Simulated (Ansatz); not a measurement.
For CdSe (model structure, started from the h-BN type, P6₃/mmc, No. 194, 4 atoms in the cell), PBE (Ansatz, a quantum-chemistry and plane-wave program, PAW) gives:

| Property | Result |
|---|---|
| equilibrium lattice constant a | 4.640 Å |
| c axis length | 6.076 Å |
| formation enthalpy | -0.527 eV/atom |

**Question.** What does PBE-D3(BJ) (PAW; Ansatz) give for the same quantities?

**Answer.** 
- lattice constant a: 4.589 Å (shrinks by 1.1 %)
- lattice parameter c: 5.963 Å (drops by 1.9 %)
- formation enthalpy: -0.467 eV/atom (moves by +0.060 eV/atom)

Changes are worked out from the printed values.

Unless a cell is named, each level is at its own relaxed cell (PBE 28.33, PBE-D3(BJ) 27.19 Å³/atom).

Ansatz's density-functional and Hartree–Fock values are scalar-relativistic unless marked +SOC, with PAW data made under PBE.

A model structure was made by putting elements into a prototype or built by hand; it is no filed structure, need not be a known phase, and can be a saddle point held by its symmetry.
